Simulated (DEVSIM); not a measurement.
Device: Ni/SiO2/n-Si capacitor, at 300 K.

```
layer (left to right)  material  thickness (nm)  Nd (cm⁻³)
---------------------  --------  --------------  ---------
1                          SiO2            16.0          -
2                            Si             400     2.1e18
```

Metal gate on the left, work function 5.1 eV. Fixed charge at the semiconductor interface 0 cm⁻² (in units of +e); no interface traps.

The device is made up for the run: typed textbook-type constants, with dimensions and the other settings drawn at random. Values at 300 K.

| parameter | SiO2 | Si |
|---|---|---|
| gap (eV) | 9 | 1.124 |
| affinity (eV) | 0.9 | 4.05 |
| permittivity | 3.9 | 11.7 |
| Nc (cm⁻³) | - | 2.86e19 |
| Nv (cm⁻³) | - | 3.1e19 |

Simulated with DEVSIM: 1D Poisson equation in equilibrium, Boltzmann statistics, complete ionisation; no quantum confinement or tunnelling. Metal contacts follow the ideal Schottky-Mott rule: no Fermi-level pinning, no interface dipoles.

Task: Tabulate band edges, carrier densities and field at -1.5 V on the gate.

Result: Energies count from the Fermi level of the right contact; mesh points crowd at the junctions.

```csv
x (μm),Ec (eV),Ev (eV),n (cm⁻³),p (cm⁻³),field (V/cm)
0.000,5.700,-3.300,< 1e2,< 1e2,-1300000
0.0009980,5.566,-3.434,< 1e2,< 1e2,-1300000
0.002726,5.334,-3.666,< 1e2,< 1e2,-1300000
0.005718,4.932,-4.068,< 1e2,< 1e2,-1300000
0.01147,4.160,-4.840,< 1e2,< 1e2,-1300000
0.01396,3.825,-5.175,< 1e2,< 1e2,-1300000
0.01540,3.631,-5.369,< 1e2,< 1e2,-1300000
0.01664,0.373,-0.751,1.5e13,7600000,-430000
0.01826,0.309,-0.815,1.9e14,620000,-370000
0.02134,0.209,-0.915,8.9e15,13000,-270000
0.02718,0.102,-1.022,5.6e17,210,-100000
0.04449,0.068,-1.056,2.1e18,< 1e2,-340
0.07110,0.068,-1.056,2.1e18,< 1e2,≈ 0
0.1216,0.068,-1.056,2.1e18,< 1e2,≈ 0
0.2528,0.068,-1.056,2.1e18,< 1e2,≈ 0
0.3305,0.068,-1.056,2.1e18,< 1e2,≈ 0
0.3730,0.068,-1.056,2.1e18,< 1e2,≈ 0
0.3939,0.068,-1.056,2.1e18,< 1e2,≈ 0
0.4072,0.068,-1.056,2.1e18,< 1e2,≈ 0
0.4119,0.068,-1.056,2.1e18,< 1e2,≈ 0
0.4144,0.068,-1.056,2.1e18,< 1e2,≈ 0
0.4160,0.068,-1.056,2.1e18,< 1e2,≈ 0
```
